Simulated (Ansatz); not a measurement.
Al2O3: stress against strain

Al2O3 (corundum, R-3c, 8.562 Å³/atom at rest, c along z) under an equal strain ε in the (0001) plane with the normal axis free, as in a coherent film. PBEsol in Ansatz, a plane-wave DFT program (PAW, default set), 420 eV, 8×8×8 Γ-centred mesh, Fermi-Dirac smearing 0.05 eV; ions are relaxed within the symmetry of each cell. Stress is positive for a compressed cell.

Here s stands for strain and y for stress xx.

| strain (%) | stress xx (GPa) |
|---|---|
| -3.00 | ? |
| -1.50 | 8.91 |
| -0.75 | 4.34 |
| 0.00 | 0.00 |
| 0.75 | -4.12 |
| 1.50 | -8.03 |

Problem. Fit y against s with a straight line, and predict the withheld value at s = -3.00.

Solution. Means: s 0, y 0.220. About the means, the sum of products is -31.755 and the sum of squares of s is 5.6250; the slope is their ratio. Least squares gives y = 0.220 - 5.6453·s. Residuals (row less fit): 0.222, -0.114, -0.220, -0.106, 0.218; standard error 0.238 (degrees of freedom: 3). The slope gives the biaxial elastic modulus of this plane = 565 ± 10 GPa. At the withheld row, y = 0.220 - 5.6453 × (-3.00) = 17.156 GPa. The calculation gives 18.75 GPa, 1.594 GPa above the prediction (6.0 % of the range of y in the table). The row lies outside the fitted rows, so this is an extrapolation. From the scatter of the fitted rows alone, a prediction at this place has a standard error of 0.398 GPa, so the miss is 4.0 times that.

One order more, fitted to all 9 runs of the series, follows each within 0.03, so the miss is the next term of a smooth law. Rows are the converged runs of the series near zero and its far end; series whose fitted rows scatter by over a few per cent of the range, as at a crossing or softening among them, aren't shown in this form. Most that stay on the fit to the last digits aren't either.
